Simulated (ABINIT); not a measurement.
# Equation of state of hcp Y (space group 194): energy against volume (ABINIT, PBE)

```
Y
1.0
    3.58510     0.00000     0.00000
   -1.79255     3.10479     0.00000
    0.00000     0.00000     5.62812
Y
2
Cartesian
  1.79255   1.03493   4.22109
  0.00000   2.06986   1.40703
```

Method of the run: PBE, norm-conserving pseudopotentials (PseudoDojo nc-sr-05 PBE standard) (plane waves; ABINIT). Settings: pseudos = [Y.upf]; ecut = 1279 eV; occopt = 3; tsmear = 0.00183747 Ha; ngkpt = 15 15 8; nshiftk = 1; shiftk = 0 0 0; potentials = PseudoDojo nc-sr-05 PBE standard; nband = 16; kptopt = 1; nstep = 80; tolvrs = 1e-12. The cell above is the first row's. The rows scale it uniformly. In all rows fractional positions and the k mesh are held. E is the free energy at the stated smearing, counted from the lowest row.

```
V (Å^3/atom)  E (meV/atom)
------------  ------------
31.323                9.80
32.004                2.91
32.685                0.00
33.366                0.76
34.047                4.90
34.728               12.13
35.409               22.21
36.090               34.90
36.771                   ?
```

Problem. Using the third-order Birch-Murnaghan form, a cubic in V^(-2/3), estimate the missing E at V = 36.771 from the other rows, showing the fit.

Solution. With u = V^(-2/3) - 0.0959, the rows have u = 0.0047370, 0.0033043, 0.0019215, 0.0005859, -0.0007050, -0.0019536, -0.0031620, -0.0043323. Least squares gives E = 2.223 - 3080.2·u + 1009984·u² - 4645679·u³. Residuals (row less fit): -0.001, 0.005, 0.000, -0.004, 0.002, 0.000, 0.002, -0.001; standard error 0.004 (degrees of freedom: 4). Its minimum lies at u = 0.0015413, so V0 = (0.0974413)^(-3/2) = 32.88. There d²E/du² = 1977000 and d³E/du³ = -2.787e7, so B0 = (4/9) × 32.88^(-7/3) × 1977000 × 0.160218 = 40.7 GPa (the last factor turns the table's units into GPa), and B0' = 4 + (2/3) × 0.0974413 × (-2.787e7)/1977000 = 3.1. The program's pressures in the fitted runs (not shown) pass through zero at V = 32.87, 0.01 % from this V0. At the withheld row, u = -0.0054664, so E = 2.223 - 3080.2 × (-0.0054664) + 1009984 × (-0.0054664)² - 4645679 × (-0.0054664)³ = 49.999 meV/atom. The calculation gives 49.97 meV/atom, 0.029 meV/atom below the prediction (0.1 % of the range of E in the table). The row lies outside the fitted rows, so this is an extrapolation. From the scatter of the fitted rows alone, a prediction at this place has a standard error of 0.009 meV/atom, so the miss is 3.2 times that.

Carrying the step between the two nearest rows on in a straight line would have given 47.59, off by 2.38; series whose last step already gives the withheld value aren't shown. The scan was laid around a cell of about the measured size, scaled by a guess for this functional; axis ratios and inner coordinates come from that cell. The runs keep the symmetry of the cell, so they don't test it for distortions. The shape of the cell and the inner coordinates aren't relaxed, so V0 and B0 belong to this uniform scaling; a relaxed crystal lies no higher in energy and is usually softer. Cutoffs and mesh are single choices, not tested for convergence of this quantity. Series with a scatter that would blur these digits, or in which a gap closes, are not shown. Nor are scans whose minimum lies at an end fitted in this form.

Terms beyond the fitted order, or numerical noise in single rows, can give a miss of this size; the table doesn't tell which.
